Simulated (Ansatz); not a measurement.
```xyz
48
Lattice="26.5000 0.0000 0.0000 0.0000 26.5000 0.0000 0.0000 0.0000 3.0048" Properties=species:S:1:pos:R:3 pbc="T T T"
O     20.7918    14.2237     1.5024
O     18.7690    14.7172     3.0048
Ti    19.9558    13.2101     0.0000
O     17.7876    16.7174     1.5024
Ti    19.4608    15.7794     1.5024
O     19.8452    17.0356     3.0048
O     17.8945    19.2713     1.5024
O     16.1153    18.1899     3.0048
Ti    18.0201    17.9636     3.0048
O     14.0067    18.9104     1.5024
Ti    15.8531    19.4302     1.5024
O     15.2366    20.5903     0.0000
O     12.2763    20.7918     1.5024
O     11.7828    18.7690     3.0048
Ti    13.2899    19.9558     3.0048
O      9.7826    17.7876     1.5024
Ti    10.7206    19.4608     1.5024
O      9.4644    19.8452     3.0048
O      7.2287    17.8945     1.5024
O      8.3101    16.1153     3.0048
Ti     8.5364    18.0201     0.0000
O      7.5896    14.0067     1.5024
Ti     7.0698    15.8531     1.5024
O      5.9097    15.2366     3.0048
O      5.7082    12.2763     1.5024
O      7.7310    11.7828     0.0000
Ti     6.5442    13.2899     3.0048
O      8.7124     9.7826     1.5024
Ti     7.0392    10.7206     1.5024
O      6.6548     9.4644     3.0048
O      8.6055     7.2287     1.5024
O     10.3847     8.3101     3.0048
Ti     8.4799     8.5364     3.0048
O     12.4933     7.5896     1.5024
Ti    10.6469     7.0698     1.5024
O     11.2634     5.9097     3.0048
O     14.2237     5.7082     1.5024
O     14.7172     7.7310     3.0048
Ti    13.2101     6.5442     0.0000
O     16.7174     8.7124     1.5024
Ti    15.7794     7.0392     1.5024
O     17.0356     6.6548     3.0048
O     19.2713     8.6055     1.5024
O     18.1899    10.3847     3.0048
Ti    17.9636     8.4799     3.0048
O     18.9104    12.4933     1.5024
Ti    19.4302    10.6469     1.5024
O     20.5903    11.2634     3.0048
```

Calculation: PBE (plane waves to 420 eV, PAW; Ansatz, a quantum-chemistry and plane-wave program). Mesh 1×1×12. No spin polarisation, so a magnetic state wasn't tested. Isolated but for its images some 11 Å away. A hypothetical model, rolled from the flat sheet. Only distortions within the start's symmetry and period were free.

**Question.** Tabulate the two highest filled and two lowest empty levels along the axis, from the valence top.

**Answer.** 
```tsv
k (2π/c)	v2 (eV)	v1 (eV)	c1 (eV)	c2 (eV)
0.000	-0.05	-0.05	2.67	2.67
0.042	-0.05	-0.05	2.63	2.71
0.083	-0.04	-0.04	2.65	2.71
0.125	-0.04	-0.04	2.71	2.75
0.167	-0.07	-0.07	2.79	2.81
0.208	-0.11	-0.11	2.88	2.90
0.250	-0.08	-0.06	2.87	2.93
0.292	-0.04	-0.01	2.87	2.92
0.333	-0.05	-0.01	2.88	2.92
0.375	-0.12	-0.06	2.92	2.95
0.417	-0.22	-0.16	2.98	3.00
0.458	-0.35	-0.29	3.04	3.04
0.500	-0.44	-0.44	3.03	3.03
```
